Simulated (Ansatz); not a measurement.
The starting structures come from a database of crystals and need not be the phases stable at ambient conditions.

 Where the default PAW files enter, the runs use the earlier of Ansatz's two default sets.

Inside the gap of an insulator the Bloch states are evanescent, with a wavenumber k + iκ along the transport direction.

Given:

```
WO3
1.0
    3.80639     0.00000     0.00000
    0.00000     7.40294     0.00000
    0.00000    -3.70147     6.41113
W O
3 9
Cartesian
  0.00000   1.85073   3.20557
  0.00000   3.70147   0.00000
  0.00000  -1.85074   3.20557
  0.00000   2.37890   1.37346
  0.00000   1.32257   5.03768
  0.00000  -1.32257   5.03768
  0.00000   5.02404   1.37346
  0.00000   3.70147   3.66422
  0.00000   0.00000   2.74691
  1.90319   3.70147   0.00000
  1.90319  -1.85074   3.20557
  1.90319   1.85073   3.20557
```

Space group of this cell: P6/mmm. The cell is taken as given; by LDA its mean pressure is -5.5 GPa.

Transport runs along the normal of the first two printed cell vectors, the (100) plane of the conventional cell.

The gap is the functional's own, uncorrected, and κ follows it; spin-orbit coupling is left out. Mid-gap values are interpolated between the computed energies.

Predict the band gap and the smallest decay constant κ at mid-gap from LDA run with Ansatz (a quantum-chemistry and plane-wave program).

Gap 0.57 eV on a 8×6×6 mesh; κ = 0.121 1/Å, at the zone centre.
